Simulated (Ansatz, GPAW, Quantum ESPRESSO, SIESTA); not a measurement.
**CdAu (P-6m2, 2 atoms in the cell) computed with different codes at matched settings**

Relaxation of cell and atoms.

```yaml
crystal:
  lattice:
    - [3.09033, 0.00000, 0.00000]
    - [-1.54516, 2.67630, 0.00000]
    - [0.00000, 0.00000, 4.60128]
  atoms:
    - { symbol: Cd, position: [0.00000, 0.00000, 0.00000] }
    - { symbol: Au, position: [0.33333, 0.66667, 0.50000] }
```

Shared settings, as Ansatz (a quantum-chemistry and plane-wave program) writes them: kpoints.mp_grid.grid = 8 8 5; scf.occupations.method = fermi_dirac; scf.occupations.width = 0.1 eV. Potentials and cutoffs stand in the table.

```csv
code,model,final volume (Å³/atom),cutoff
Ansatz,"PBEsol, PAW files made with PBE",18.34,default
Quantum ESPRESSO,"PBEsol, PseudoDojo standard norm-conserving (PBESOL) pseudopotentials",18.34,105 Ry
SIESTA,"GGA PBEsol, numerical atomic orbitals DZP, PseudoDojo PBEsol standard norm-conserving potentials (rewritten from UPF to PSML)",18.08,grid 300 Ry
GPAW,"PBEsol, GPAW PAW datasets PBEsol (made by gpaw-setup)",18.33,550 eV
```

On Ansatz's run: spin-orbit coupling is off.

The spread over the programs that give each value: final volume within 0.26 Å³/atom.

SIESTA uses small atom-centred bases, whose incompleteness enters pressures, forces and empty levels differently from a plane-wave cutoff. The programs treat the finite-basis stress differently while the cell relaxes: Ansatz adds an estimate of it.

The starting cell comes from a database of computed structures (which also holds hypothetical and non-ambient phases and stackings), without a prior relaxation at this level.

Keys are those of Ansatz 0.2.
